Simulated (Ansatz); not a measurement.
Base system: ZnAg in the CsCl type structure (space group Pm-3m, No. 221; a = 3.118 Å; relaxed with 0.1 eV smearing). Axes: x, y, z lie along the cube axes.

Computed with Kohn–Sham DFT with the PBEsol functional, run in Ansatz (a quantum-chemistry and plane-wave program) with PAW and 420 eV plane waves, no spin-orbit coupling.

For the base:

The pressure comes out as 0.0 GPa. The shortest interatomic distance comes out as 5.102 bohr.

Modification: uniaxial strain ε_zz = −2.77 %, all other strain components held at zero, atoms relaxed at fixed cell.

Q: Predict the new pressure, energy relative to the base and shortest interatomic distance.

A: The pressure (mean of the normal stresses, compression positive) goes from zero to 3.5 GPa; the energy increases by 5.0 meV/atom; the shortest interatomic distance decreases by 0.0467 bohr (5.102 bohr → 5.056 bohr).

Whether these cells are dynamically stable was not tested.
